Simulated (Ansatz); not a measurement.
**BAs: alloy series**

Take BAs in the zinc blende structure (space group F-43m, No. 216; a = 4.768 Å) as the base.

The other end (x = 1) is GaAs in the zinc blende structure (space group F-43m, No. 216): 22.65 Å³/atom, gap 0.42 eV.

Ga replaces a fraction x of B; each row is one arrangement (x, atoms in the cell, starting space group or random), fully relaxed.

Calculations: Ansatz (an electronic-structure program), PBEsol, PAW, cutoff 420 eV, no spin-orbit coupling.

Notes on the quantities. gap character: in this cell's own zone, which can be folded.

| variant | band gap | density | gap character |
|---|---|---|---|
| base | 1.08 eV | 5.25 g/cm³ | – |
| x(Ga) = 0.25, 8 atoms, Pmm2 | 0.31 eV | 5.37 g/cm³ | indirect, Γ → k = (0, 0, 0.143) in the run's primitive reciprocal basis |
| x(Ga) = 0.25, 8 atoms, Amm2 | 0.21 eV | 5.31 g/cm³ | indirect, Γ → T |
| x(Ga) = 0.5, 8 atoms, I-42d | 0.77 eV | 5.45 g/cm³ | indirect, Γ → Γ–M (40 % along) |

These are small ordered cells, not random alloys; other orderings at the same x differ. Whether these cells are dynamically stable was not tested. A zero or small gap of GaB3As4 can be the functional's error rather than a property of the material. Labels are those of the standard path for the cell's own space group.
